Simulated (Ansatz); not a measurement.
Take BaTiO$_{3}$ in the cubic perovskite structure (space group Pm-3m, No. 221) as the base.

```yaml
crystal:
  lattice:
    - [3.96988, 0.00000, 0.00000]
    - [0.00000, 3.96988, 0.00000]
    - [0.00000, 0.00000, 3.96988]
  atoms:
    - { symbol: Ba, position: [0.00000, 0.00000, 0.00000] }
    - { symbol: Ti, position: [0.50000, 0.50000, 0.50000] }
    - { symbol: O, position: [0.50000, 0.00000, 0.50000] }
    - { symbol: O, position: [0.00000, 0.50000, 0.50000] }
    - { symbol: O, position: [0.50000, 0.50000, 0.00000] }
```

Cartesian axes are those of the cell as printed.

Computed with DFT with PBEsol, PAW potentials and a 420 eV plane-wave cutoff in Ansatz (an electronic-structure program), scalar-relativistic without spin-orbit coupling.

Now apply this change: an isotropic linear strain of −2.40 %, atoms relaxed at fixed cell.

### Question
Predict the stress tensor and what it implies for the stiffness.

### Answer
Stress of the strained cell less that of the base (GPa, compression positive):
```
  15.47    0.00    0.00
   0.00   15.47    0.00
   0.00    0.00   15.47
```

Then B = −ΔP/(ΔV/V₀) with ΔV/V₀ = -0.0703 gives secant stiffness values (nonlinear terms included at this strain): B ≈ 220 GPa.

As a check, the harmonic strain energy −½ V₀ Δσ:ε is 43 meV/atom; the computed energy rise is 40 meV/atom.

Whether these cells are dynamically stable was not tested. All final runs are without spin polarisation. Many cubic perovskites are stable only at high temperature; tilts and polar distortions were not tested. This is not the structure that BaTiO3 has at room temperature and ambient pressure.
